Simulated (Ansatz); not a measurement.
Nb under a change: uniaxial strain ε_zz = +1.09 %

The parent structure is Nb in the bcc (W type) structure (space group Im-3m, No. 229; a = 3.303 Å). Axes: x, y, z lie along the cube axes.

The change: uniaxial strain ε_zz = +1.09 %, all other strain components held at zero, atoms relaxed at fixed cell.

Method: r2SCAN in Ansatz (plane waves to 500 eV, PAW, without spin-orbit coupling). k-mesh 20×20×20 (Γ-centred); smearing 0.05 eV (Fermi–Dirac).

```tsv
quantity	base	changed	shift
volume per atom	18.01 Å³	18.21 Å³	+0.20 Å³
space group	Im-3m (No. 229)	I4/mmm (No. 139)	–
energy relative to the base (free energy F)	0 meV/atom	+1.6 meV/atom	+1.6 meV/atom
pressure (mean of the normal stresses, compression positive)	0.0 GPa	-1.8 GPa	-1.8 GPa
band gap	zero	zero	–
stress (xx, yy, zz, yz, xz, xy; compression positive) (rough)	–	(-1.4, -1.4, -2.7, 0.0, 0.0, 0.0) GPa	–
```

Final structure:

```yaml
crystal:
  lattice:
    - [-1.65133, 1.65133, 1.66933]
    - [1.65133, -1.65133, 1.66933]
    - [1.65133, 1.65133, -1.66933]
  atoms:
    - { symbol: Nb, position: [0.00000, 0.00000, 0.00000] }
```

Without a gap, meshes like the base's 20×20×20 leave anisotropic stresses uncertain by several tenths of a GPa, and small strain energies with them. Whether these cells are dynamically stable was not tested. All final runs are without spin polarisation.

Ansatz is a program for electronic structure.
